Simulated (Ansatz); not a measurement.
System: C11b MoSi2. Method: PBEsol-D3(BJ) (plane waves, PAW; Ansatz, a first-principles code).

Numerical settings: plane-wave cutoff 520 eV, 24×24×24 k mesh, Fermi–Dirac smearing 0.05 eV, no spin polarisation, scalar-relativistic PAW data made under PBE.

Shape and atoms are relaxed at each volume.

Pressure at four volumes; x = ln(V/12.877 Å³). One pressure is withheld.

```json
[
 {"V (Å³/atom)": "12.362", "x": "-0.0408", "P (GPa)": "?"},
 {"V (Å³/atom)": "12.620", "x": "-0.0202", "P (GPa)": "4.96"},
 {"V (Å³/atom)": "12.877", "x": "0.0000", "P (GPa)": "0.00"},
 {"V (Å³/atom)": "13.392", "x": "0.0392", "P (GPa)": "-8.45"}
]
```

**Question.** Pass a parabola P(x) through the three rows shown, estimate the bulk modulus and its pressure derivative near zero pressure, and predict the withheld pressure.

**Answer.** Slopes between the rows: (0.00 − (4.96))/(0.0000 − (-0.0202)) = -245.54 and (-8.45 − (0.00))/(0.0392 − (0.0000)) = -215.56 GPa. Their difference over the span 0.0594 is c = 29.98/0.0594 = 504.7 GPa, so P(x) = 4.96 + (-245.54)(x − (-0.0202)) + 504.7 (x − (-0.0202))(x − (0.0000)). At the middle row B = −dP/dx = −[-245.54 + 504.7 × 0.0202] = 235.3 GPa, and B′ = dB/dP = 2c/B = 4.3. At x = -0.0408 the parabola gives 10.44 GPa; the run gives 10.47 GPa. The Birch–Murnaghan fit to the energies at all volumes has B0 = 235 GPa and B′ = 4.4.

Measured, for comparison: bulk modulus 222 ± 2 GPa (room temperature, not corrected to a static lattice, B' = 4; as tabulated in Structural stability of MoSi2 and Mo5Si3 under high pressure, Chin. Phys. B 26 …). Computed less measured: bulk modulus +6 %. A static lattice is as a rule a little smaller and stiffer than an uncorrected measurement, which can account for part of this in the bulk modulus.
